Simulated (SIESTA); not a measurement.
## Input and output of a self-consistent single point for GaGePt₆ (I-42m, 8 atoms in the cell) (SIESTA)

Computed with GGA PBEsol, numerical atomic orbitals DZP, PseudoDojo PBEsol standard norm-conserving potentials (rewritten from UPF to PSML) run with SIESTA 5.4.2.

The input file:

```
# files in the folder: Ga.psml Ge.psml Pt.psml (PseudoDojo PBEsol standard)
SystemName  GaGePt6
SystemLabel GaGePt6

NumberOfAtoms                8
NumberOfSpecies              3
%block ChemicalSpeciesLabel
  1 31 Ga
  2 32 Ge
  3 78 Pt
%endblock ChemicalSpeciesLabel
LatticeConstant              1.0 Ang
%block LatticeVectors
    -2.760545000    2.760545000    3.976155000
     2.760545000   -2.760545000    3.976155000
     2.760545000    2.760545000   -3.976155000
%endblock LatticeVectors
AtomicCoordinatesFormat      ScaledCartesian
%block AtomicCoordinatesAndAtomicSpecies
     0.000000000    0.000000000    0.000000000  1
     0.000000000    0.000000000    3.976155000  2
     1.092844555    1.092844555    5.928367582  3
     1.092844555   -1.092844555    2.023942418  3
     1.667700445    1.667700445    1.952212582  3
    -1.092844555    1.092844555    2.023942418  3
     0.000000000    2.760545000    0.000000000  3
     2.760545000    0.000000000    0.000000000  3
%endblock AtomicCoordinatesAndAtomicSpecies

XC.functional                GGA
XC.authors                   PBEsol
PAO.BasisSize                DZP
PAO.EnergyShift              0.01 Ry
MeshCutoff                   350 Ry
%block kgrid.MonkhorstPack
    5   0   0  0.0
    0   5   0  0.0
    0   0   5  0.0
%endblock kgrid.MonkhorstPack
OccupationFunction           MP
OccupationMPOrder            0
ElectronicTemperature        200.0 meV

MaxSCFIterations             150
SCF.Mixer.Method             Pulay
SCF.Mixer.Weight             0.2
SCF.Mixer.History            8
SCF.DM.Tolerance             1.0E-05
Diag.ParallelOverK           true
WriteForces                  true
```

The program printed (abridged):

```
reinit: Reading from file input.fdf

reinit: System Name: GaGePt6
reinit: System Label: GaGePt6

coor:   Atomic-coordinates input format  =     Cartesian coordinates
coor:                                          (in units of alat)

siesta: Atomic coordinates (Bohr) and species
siesta:      0.00000   0.00000   0.00000  1        1
siesta:      0.00000   0.00000   7.51384  2        2
siesta:      2.06518   2.06518  11.20299  3        3
siesta:      2.06518  -2.06518   3.82470  3        4
siesta:      3.15150   3.15150   3.68915  3        5
siesta:     -2.06518   2.06518   3.82470  3        6
siesta:      0.00000   5.21667   0.00000  3        7
siesta:      5.21667   0.00000   0.00000  3        8

siesta: System type = bulk

initatomlists: Number of atoms, orbitals, and projectors:      8   150   228

siesta: ******************** Simulation parameters ****************************
redata: Spin configuration                          = none
redata: Time-Reversal Symmetry                      = T
redata: Number of Atomic Species                    =        3
redata: Mesh Cutoff                                 =   350.0000 Ry
redata: Net charge of the system                    =     0.0000 |e|
redata: Min. number of SCF Iter                     =        0
redata: Max. number of SCF Iter                     =      150
redata: SCF convergence failure will abort job
redata: SCF mix quantity                            = Hamiltonian
redata: Mix DM or H after convergence               =   F
redata: Recompute H after scf cycle                 =   F
redata: Mix DM in first SCF step                    =   T
redata: No kicks to SCF
redata: DM Mixing Weight for Kicks                  =     0.5000
redata: Require Harris convergence for SCF          =   F
redata: Harris energy tolerance for SCF             =     0.000100 eV
redata: Require DM convergence for SCF              =   T
   [... lines left out ...]
diag: Used triangular part                          = Lower
diag: Absolute tolerance                            =  0.100E-15
diag: Orthogonalization factor                      =  0.100E-05
diag: Memory factor                                 =  1.0000

superc: Internal auxiliary supercell:     5 x     5 x     5  =     125
superc: Number of atoms, orbitals, and projectors:   1000  18750  28500

                        Single-point calculation

superc: Internal auxiliary supercell:     5 x     5 x     5  =     125
superc: Number of atoms, orbitals, and projectors:   1000  18750  28500

outcell: Unit cell vectors (Ang):
       -2.760545    2.760545    3.976155
        2.760545   -2.760545    3.976155
        2.760545    2.760545   -3.976155

outcell: Cell vector modules (Ang)   :    5.572345    5.572345    5.572345
outcell: Cell angles (23,13,12) (deg):    120.6076    120.6076     88.9508
outcell: Cell volume (Ang**3)        :    121.2029
new_DM -- step:     1
Initializing Density Matrix...

Attempting to read DM from file... Failed...
DM filled with atomic data:

InitMesh: MESH = 60 x 60 x 50 = 180000
InitMesh: Mesh cutoff (required, used) =   350.000   393.068 Ry

stepf: Methfessel-Paxton step function
       Using Hermite-Gauss polynomials of order  0
        iscf     Eharris(eV)        E_KS(eV)     FreeEng(eV)     dDmax    Ef(eV) dHmax(eV)
   scf:    1   -25726.389215   -25790.302222   -25790.400018  0.991743  0.112783 12.642013
   scf:    2   -25825.762920   -25810.948232   -25811.035233  0.385781 -1.300300  5.747161
   scf:    3   -25817.446082   -25815.449386   -25815.537996  0.229117 -2.304515  2.658809
   scf:    4   -25815.890085   -25815.709641   -25815.799805  0.058140 -2.448145  0.966178
   scf:    5   -25815.747205   -25815.734426   -25815.825909  0.022498 -2.500381  0.278706
   scf:    6   -25815.735399   -25815.735386   -25815.827108  0.006156 -2.517725  0.068442
   [... 3 lines left out ...]
   scf:   10   -25815.736174   -25815.736187   -25815.827801  0.000205 -2.518808  0.000936
   scf:   11   -25815.736184   -25815.736185   -25815.827801  0.000015 -2.518880  0.000201
   scf:   12   -25815.736184   -25815.736185   -25815.827801  0.000010 -2.518909  0.000122
   scf:   13   -25815.736184   -25815.736184   -25815.827801  0.000011 -2.518937  0.000052
   scf:   14   -25815.736185   -25815.736184   -25815.827801  0.000002 -2.518939  0.000024
SCF Convergence by DM+H criterion
max |DM_out - DM_in|         :     0.0000017490
max |H_out - H_in|      (eV) :     0.0000241479
SCF cycle converged after 14 iterations

Using DM_out to compute the final energy and forces

siesta: E_KS(eV) =           -25815.7362

siesta: E_KS - E_eggbox =    -25815.7362

siesta: Atomic forces (eV/Ang):
     1    0.001084    0.001084    0.000979
     2   -0.001045   -0.001045    0.000009
     3    0.258729    0.258729    0.208152
     4    0.263375   -0.262823   -0.206139
     5   -0.259488   -0.259488    0.202385
     6   -0.262823    0.263375   -0.206139
     7   -0.000321   -0.000075   -0.000099
     8   -0.000075   -0.000321   -0.000099
   Tot   -0.000564   -0.000564   -0.000951
   Max    0.263375
   Res    0.172568    sqrt( Sum f_i^2 / 3N )
   Max    0.263375    constrained

Stress tensor Voigt[x,y,z,yz,xz,xy] (kbar):       49.41       49.41       13.41        0.45        0.45        0.45
(Free)E + p*V (eV/cell)   -25818.6576
Target enthalpy (eV/cell)   -25815.8278

siesta: Program's energy decomposition (eV):
siesta: Ebs     =     -4080.343854
siesta: Eions   =     33975.635752
siesta: Ena     =      4321.850485
siesta: Ekin    =      9618.080517
siesta: Enl     =     -1038.060454
siesta: Eso     =         0.000000
siesta: Edftu   =         0.000000
siesta: DEna    =       262.985431
siesta: DUscf   =         8.458709
siesta: DUext   =         0.000000
siesta: Ex      =     -4692.782818
siesta: Ec      =      -320.632302
siesta: Exc     =     -5013.415121
siesta: Eharris =    -25815.736185
siesta: Etot    =    -25815.736184
siesta: FreeEng =    -25815.827801

siesta: Atomic forces (eV/Ang):
siesta:      1    0.001084    0.001084    0.000979
siesta:      2   -0.001045   -0.001045    0.000009
siesta:      3    0.258729    0.258729    0.208152
siesta:      4    0.263375   -0.262823   -0.206139
siesta:      5   -0.259488   -0.259488    0.202385
siesta:      6   -0.262823    0.263375   -0.206139
siesta:      7   -0.000321   -0.000075   -0.000099
siesta:      8   -0.000075   -0.000321   -0.000099
siesta: ----------------------------------------
siesta:    Tot   -0.000564   -0.000564   -0.000951

siesta: Stress tensor (static) (eV/Ang**3):
siesta:     0.030837    0.000282    0.000284
siesta:     0.000282    0.030837    0.000284
siesta:     0.000284    0.000284    0.008370

siesta: Cell volume =        121.202885 Ang**3

siesta: Pressure (static):
siesta:                Solid            Molecule  Units
siesta:          -0.00025429         -0.00030362  Ry/Bohr**3
siesta:          -0.02334776         -0.02787755  eV/Ang**3
siesta:         -37.40724134        -44.66476543  kBar
```

The run converged in 14 iterations.

The starting cell comes from a database of computed structures (which also holds hypothetical and non-ambient phases and stackings), without a prior relaxation at this level. Spin polarisation is off. Values carry the incompleteness of an atom-centred basis. With a pressure of about -4 GPa the cell is away from its equilibrium volume at this level.

Cost on one core of a shared machine: roughly 60 s.
